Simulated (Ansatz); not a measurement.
# A computed series for RuP2: carrier doping

Base system: RuP2 (space group Pnnm, No. 58; a = 5.103 Å, b = 5.869 Å, c = 2.862 Å).

Carriers are added at fixed cell with a uniform background; the Fermi–Dirac width is that of 300 K.

Computed with PBEsol, PAW, 420 eV (Ansatz, an electronic-structure program; spin-orbit coupling left out).

Notes on the quantities. Fermi level from band edge: Fermi level relative to the doped band's edge (positive inside the band; to 0.05 eV).

| change | Fermi level from band edge | gap character | gap between the host's bands |
|---|---|---|---|
| undoped | – | indirect, T → Γ–Z (43 % along) | 0.47 eV |
| electrons 2.0×10^21 cm⁻³ | +0.40 eV | indirect, T → Γ–Z (43 % along) | 0.50 eV |
| electrons 3.0×10^21 cm⁻³ | +0.45 eV | indirect, T → Γ–Z (43 % along) | 0.51 eV |
| electrons 1.0×10^22 cm⁻³ | +0.75 eV | indirect, T → Γ–Z (43 % along) | 0.59 eV |
| electrons 2.0×10^22 cm⁻³ | +1.05 eV | indirect, Γ → k = (0, 0, 0.188) in the run's primitive reciprocal basis | 0.65 eV |
| holes 2.0×10^21 cm⁻³ | +0.30 eV | indirect, T → Γ–Z (43 % along) | 0.46 eV |
| holes 3.0×10^21 cm⁻³ | +0.30 eV | indirect, T → Γ–Z (43 % along) | 0.46 eV |
| holes 1.0×10^22 cm⁻³ | +0.50 eV | – | 0.44 eV |
| holes 2.0×10^22 cm⁻³ | +0.70 eV | – | 0.40 eV |

Carriers are added with a uniform compensating background; total energy and stress of such cells depend on the potential's zero and are not compared; many-body gap narrowing is missing at this level. Whether these cells are dynamically stable was not tested.
